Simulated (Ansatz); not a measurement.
CaScO2F (model structure, started from the SrVO2H type, P4/mmm, No. 123, 5 atoms in the cell)

All values below come from PBEsol in Ansatz (plane waves, PAW).

Settings: plane-wave cutoff 520 eV, 8×8×8 k mesh, Fermi–Dirac smearing 0.01 eV, scalar-relativistic PAW data made under PBE.

Cell (relaxed at this level):

```xyz
5
Lattice="4.0606 0.0000 0.0000 0.0000 4.0606 0.0000 0.0000 0.0000 3.9587" Properties=species:S:1:pos:R:3 pbc="T T T"
Ca     2.0303     2.0303     1.9793
Sc     0.0000     0.0000     0.0000
O      2.0303     0.0000     0.0000
O      0.0000     2.0303     0.0000
F      0.0000     0.0000     1.9793
```

```
Property                                                 Result
-------------------------------------------  ------------------
band gap                                     2.76 eV (indirect)
smallest direct gap on the k points sampled             3.18 eV
```

Note: the relaxation could raise the start's symmetry but not lower it, so the cell can be a saddle point.

Static lattice: no zero-point or thermal effects.

A model structure was made by putting elements into a prototype or built by hand; it is no filed structure, need not be a known phase, and can be a saddle point held by its symmetry.

Ansatz is a first-principles code.
